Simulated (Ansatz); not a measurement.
System: LiH (model structure, F-43m, No. 216, 2 atoms in the cell). Method: r²SCAN (plane waves, PAW; Ansatz, a program for electronic structure).

Settings: plane-wave cutoff 560 eV, 14×14×14 k mesh, Fermi–Dirac smearing 0.01 eV, scalar-relativistic PAW data made under PBE.

Cell (relaxed at this level):

```yaml
crystal:
  lattice:
    - [0.00000, 2.14608, 2.14608]
    - [2.14608, 0.00000, 2.14608]
    - [2.14608, 2.14608, 0.00000]
  atoms:
    - { symbol: Li, position: [0.00000, 0.00000, 0.00000] }
    - { symbol: H, position: [0.25000, 0.25000, 0.25000] }
```

What does this level give for the band gap, direct gap at Γ and bulk modulus B0?


* **band gap**: 4.73 eV (on the SCF k mesh)
* **direct gap at Γ**: 17.84 eV
* **bulk modulus B0**: 27.1 GPa

Note: the bulk modulus is −V dP/dV from two relaxed cells at ±2 % in volume; the relaxation could raise the start's symmetry but not lower it, so the cell can be a saddle point.

Static lattice: no zero-point or thermal effects.

The result took about 5 core-seconds (a rough figure).

A model structure was made by putting elements into a prototype or built by hand; it is no filed structure, need not be a known phase, and can be a saddle point held by its symmetry.
